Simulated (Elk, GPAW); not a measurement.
A GPAW input for a self-consistent single point of Be (P6_3/mmc, 4 atoms in the cell) (DFT PBE, plane waves, GPAW PAW datasets PBE (gpaw-data 1.0.1)):

```python
from ase import Atoms
from ase.units import GPa
from gpaw import GPAW

atoms = Atoms(['Be', 'Be', 'Be', 'Be'],
              cell=[[2.275113, 0.000000, 0.000000],
                    [-1.137557, 1.970306, 0.000000],
                    [0.000000, 0.000000, 7.320191]],
              positions=[[0.000000, 0.000000, 0.000000],
                         [0.000000, 0.000000, 3.660096],
                         [-0.000001, 1.313538, 1.830048],
                         [1.137557, 0.656768, 5.490143]],
              pbc=True)

calc = GPAW(mode={'name': 'pw', 'ecut': 850},
            xc='PBE',
            kpts={'size': (16, 16, 5), 'gamma': True},
            occupations={'name': 'methfessel-paxton', 'width': 0.272, 'order': 0},
            nbands=-12,
            convergence={'density': 1e-05},
            symmetry={'symmorphic': False, 'tolerance': 0.0005},
            maxiter=100,
            txt='-')

atoms.calc = calc

energy = atoms.get_potential_energy()
print('Energy (eV):', round(energy, 6))
forces = atoms.get_forces()
print('Forces (eV/Ang):')
print(forces.round(5))
stress = atoms.get_stress()
print('Stress (GPa, Voigt):', (stress / GPa).round(4))
```

**Question.** Give the Elk input for the same structure, mesh, smearing and functional.

**Answer.** This is the input that was run; spellings and numerical settings could be chosen otherwise.

```
tasks
  0

xctype
  20

rgkmax
  7.5

gmaxvr
  14.0

nxlo
  2

lorbcnd
  .true.

lmaxi
  3

stype
  0

swidth
  0.00999582

avec
    4.2993408495    0.0000003850    0.0000000000
   -2.1496707582    3.7233382028    0.0000000000
    0.0000000000    0.0000000000   13.8331561700

atoms
  1   : nspecies
  'Be.in'   : spfname
  4   : natoms; atposl, bfcmt below
  0.0000000000  0.0000000000  0.0000000000    0.0 0.0 0.0
  0.0000000000  0.0000000000  0.5000000000    0.0 0.0 0.0
  0.3333333333  0.6666666667  0.2500000000    0.0 0.0 0.0
  0.6666666667  0.3333333333  0.7500000000    0.0 0.0 0.0

ngridk
  16 16 5
```

Basis, cutoffs, solver keys and any potentials are the target program's own. This input uses DFT, PBE, all-electron FP-LAPW, Elk's shipped species files, APW+lo basis with extra local orbitals.

The starting cell was generated: these elements placed on a structure prototype, without a prior relaxation; it need not be a known phase or ordering of this composition. Its lattice was rescaled by a random factor within 2.5 % of one. For this run, on top of that: lattice scaled by 0.98.
